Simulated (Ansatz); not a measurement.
**A computed series for CaO: response to strain**

Consider CaO in the rock salt structure (space group Fm-3m, No. 225).

```
CELL_PARAMETERS angstrom
      0.00000     2.38356     2.38356
      2.38356     0.00000     2.38356
      2.38356     2.38356     0.00000
ATOMIC_POSITIONS crystal
  Ca 0.00000 0.00000 0.00000
  O  0.50000 0.50000 0.50000
```

Cartesian axes are those of the cell as printed.

Strains are applied to the cell and any free atomic positions relax; under biaxial strain the out-of-plane vector relaxes too.

Computed with plane-wave PAW DFT at the PBEsol level (Ansatz, an electronic-structure program, 420 eV), no spin-orbit coupling.

Notes on the quantities. in-plane stress: mean in-plane stress (compression positive); energy relative to the base: free energy F.

```json
[
 {"case": "base", "in-plane stress": "–", "out-of-plane strain": "–", "electron mass": "1.4 mₑ along k, 0.42 mₑ across (at X)", "energy relative to the base": "0 meV/atom"},
 {"case": "biaxial strain −2.50 %, plane normal [111], relaxed out of plane", "in-plane stress": "+6.7 GPa", "out-of-plane strain": "+1.46 %", "electron mass": "–", "energy relative to the base": "+14 meV/atom"},
 {"case": "biaxial strain −2.08 %, plane normal [111], relaxed out of plane", "in-plane stress": "+5.5 GPa", "out-of-plane strain": "+1.21 %", "electron mass": "1.4 mₑ along k, 0.41 mₑ across (at X)", "energy relative to the base": "+9.3 meV/atom"},
 {"case": "biaxial strain −1.67 %, plane normal [111], relaxed out of plane", "in-plane stress": "+4.3 GPa", "out-of-plane strain": "+0.97 %", "electron mass": "1.4 mₑ along k, 0.41 mₑ across (at X)", "energy relative to the base": "+6.0 meV/atom"},
 {"case": "biaxial strain −1.25 %, plane normal [111], relaxed out of plane", "in-plane stress": "+3.2 GPa", "out-of-plane strain": "+0.72 %", "electron mass": "1.4 mₑ along k, 0.41 mₑ across (at X)", "energy relative to the base": "+3.3 meV/atom"},
 {"case": "biaxial strain −0.83 %, plane normal [111], relaxed out of plane", "in-plane stress": "+2.1 GPa", "out-of-plane strain": "+0.48 %", "electron mass": "1.4 mₑ along k, 0.42 mₑ across (at X)", "energy relative to the base": "+1.4 meV/atom"},
 {"case": "biaxial strain +0.42 %, plane normal [111], relaxed out of plane", "in-plane stress": "-1.0 GPa", "out-of-plane strain": "-0.25 %", "electron mass": "1.4 mₑ along k, 0.42 mₑ across (at X)", "energy relative to the base": "+0.3 meV/atom"},
 {"case": "biaxial strain +0.83 %, plane normal [111], relaxed out of plane", "in-plane stress": "-2.0 GPa", "out-of-plane strain": "-0.48 %", "electron mass": "1.4 mₑ along k, 0.42 mₑ across (at X)", "energy relative to the base": "+1.4 meV/atom"},
 {"case": "biaxial strain +2.08 %, plane normal [111], relaxed out of plane", "in-plane stress": "-4.8 GPa", "out-of-plane strain": "-1.22 %", "electron mass": "1.4 mₑ along k, 0.43 mₑ across (at X)", "energy relative to the base": "+8.6 meV/atom"},
 {"case": "biaxial strain +2.50 %, plane normal [111], relaxed out of plane", "in-plane stress": "…", "out-of-plane strain": "…", "electron mass": "–", "energy relative to the base": "…"}
]
```

**Question.** Some entries are withheld; estimate them.

**Answer.** 
- biaxial strain +2.50 %, plane normal [111], relaxed out of plane, in-plane stress: -5.6 GPa
- biaxial strain +2.50 %, plane normal [111], relaxed out of plane, out-of-plane strain: -1.47 %
- biaxial strain +2.50 %, plane normal [111], relaxed out of plane, energy relative to the base: +12 meV/atom

The levels and masses belong to the bands next to the band gap. Effective masses come from finite differences of ±0.01 Å⁻¹. Along k means along the line from Γ to the band edge. Whether these cells are dynamically stable was not tested.
